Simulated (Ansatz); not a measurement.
The starting structures come from a database of crystals and need not be the phases stable at ambient conditions.

Tunnelling through a barrier is set by its complex band structure: the current falls as exp(−2κd) with the smallest κ.

Here is the system:

```
CELL_PARAMETERS angstrom
      5.48664     0.00000     0.00000
      0.00000     7.71809     0.00000
      0.00000     0.00000     5.36968
ATOMIC_POSITIONS crystal
  Ti 0.50000 0.50000 0.00000
  Ti 0.00000 0.50000 0.50000
  Ti 0.00000 0.00000 0.50000
  Ti 0.50000 0.00000 0.00000
  Cd 0.03895 0.25000 0.00863
  Cd 0.96105 0.75000 0.99137
  Cd 0.46105 0.75000 0.50863
  Cd 0.53895 0.25000 0.49137
  O  0.70376 0.54670 0.70112
  O  0.29624 0.45330 0.29888
  O  0.79624 0.45330 0.20112
  O  0.20376 0.54670 0.79888
  O  0.20376 0.95330 0.79888
  O  0.79624 0.04670 0.20112
  O  0.29624 0.04670 0.29888
  O  0.70376 0.95330 0.70112
  O  0.52804 0.75000 0.08944
  O  0.47196 0.25000 0.91056
  O  0.97196 0.25000 0.58944
  O  0.02804 0.75000 0.41056
```

Space group of this cell: Pnma. The cell is taken as given; by PBEsol its mean pressure is -8.3 GPa.

Transport runs along the normal of the first two printed cell vectors.

The gap is the functional's own, uncorrected, and κ follows it; spin-orbit coupling is left out. Mid-gap values are interpolated between the computed energies.

**Question.** Predict the band gap and the smallest decay constant κ at mid-gap from PBEsol run with Ansatz (a quantum-chemistry and plane-wave program).

**Answer.** Gap 2.14 eV on a 6×4×6 mesh; κ = 0.218 1/Å, at the zone centre.
